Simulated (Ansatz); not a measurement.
TiC, response to strain

The reference is TiC in the rock salt structure (space group Fm-3m, No. 225; relaxed with 0.1 eV smearing).

```yaml
crystal:
  lattice:
    - [0.00000, 2.13046, 2.13046]
    - [2.13046, 0.00000, 2.13046]
    - [2.13046, 2.13046, 0.00000]
  atoms:
    - { symbol: Ti, position: [0.00000, 0.00000, 0.00000] }
    - { symbol: C, position: [0.50000, 0.50000, 0.50000] }
```

Strains are applied to the cell and any free atomic positions relax.

The values are results of LDA (Ansatz, an electronic-structure program, PAW, scalar-relativistic without spin-orbit coupling), not measurements.

```json
[
 {"change": "base", "volume per atom": "9.67 Å³", "pressure": "0.0 GPa"},
 {"change": "isotropic strain −2.50 %", "volume per atom": "8.96 Å³", "pressure": "24.9 GPa"},
 {"change": "isotropic strain −1.50 %", "volume per atom": "9.24 Å³", "pressure": "[?]"},
 {"change": "isotropic strain −1.00 %", "volume per atom": "9.38 Å³", "pressure": "9.0 GPa"},
 {"change": "isotropic strain −0.50 %", "volume per atom": "9.53 Å³", "pressure": "4.4 GPa"},
 {"change": "isotropic strain +0.50 %", "volume per atom": "9.82 Å³", "pressure": "-4.1 GPa"},
 {"change": "isotropic strain +1.00 %", "volume per atom": "9.96 Å³", "pressure": "-7.9 GPa"},
 {"change": "isotropic strain +1.50 %", "volume per atom": "10.11 Å³", "pressure": "-11.5 GPa"},
 {"change": "isotropic strain +2.00 %", "volume per atom": "10.26 Å³", "pressure": "-14.9 GPa"},
 {"change": "isotropic strain +3.00 %", "volume per atom": "10.57 Å³", "pressure": "-20.9 GPa"}
]
```

Q: Some entries are withheld; estimate them.

A: 
- isotropic strain −1.50 %, pressure: 14.0 GPa

Whether these cells are dynamically stable was not tested. All final runs are without spin polarisation.
